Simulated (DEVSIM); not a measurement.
**Schottky contact on p-type GaAs**

System: Schottky contact on p-type GaAs, at 400 K.

```tsv
layer (left to right)	material	thickness (μm)	Na (cm⁻³)	τn (s)	τp (s)
1	GaAs	1.60	1.8e17	1.6e-8	1.6e-8
2	GaAs	46.0	2e18	4.8e-7	1.6e-8
```

Left contact: Schottky, work function 4.964 eV, emission velocity 4.3e6 cm/s. Right contact: ohmic. Voltage is applied to the left contact. Recombination: SRH at mid-gap. Mobility is constant in doping.

Constants are typed, rounded textbook-type inputs, not results; the design itself was drawn at random and stands for no fabricated device. Values at 300 K; Nc and Nv go as T^1.5, mobilities as T to minus their exponent, the gap by Varshni's rule with the affinity fixed.

```tsv
parameter	GaAs
gap (eV)	1.424
affinity (eV)	4.07
permittivity	12.9
Nc (cm⁻³)	4.7e17
Nv (cm⁻³)	9e18
μn (cm²/Vs)	8500
μp (cm²/Vs)	400
T exponent of μn	2.1
T exponent of μp	2.2
Varshni α (eV/K)	0.000541
Varshni β (K)	204
```

Simulated with DEVSIM: 1D drift-diffusion, Boltzmann statistics, complete ionisation; no tunnelling, impact ionisation, image-force lowering or self-heating. Metal contacts follow the ideal Schottky-Mott rule: no Fermi-level pinning, no interface dipoles.

```
Property                                        Result
---------------------------------------------  -------
Potential step across the device at zero bias  0.417 V
Dark forward voltage at 100 A/cm²              0.107 V
```

Dark forward current:

(V (V), J (A/cm²)): (-0.05, -20); (-0.10, -86); (-0.15, -240); (-0.20, -510); (-0.25, -850); (-0.30, -1200); (-0.35, -1700); (-0.40, -2100)
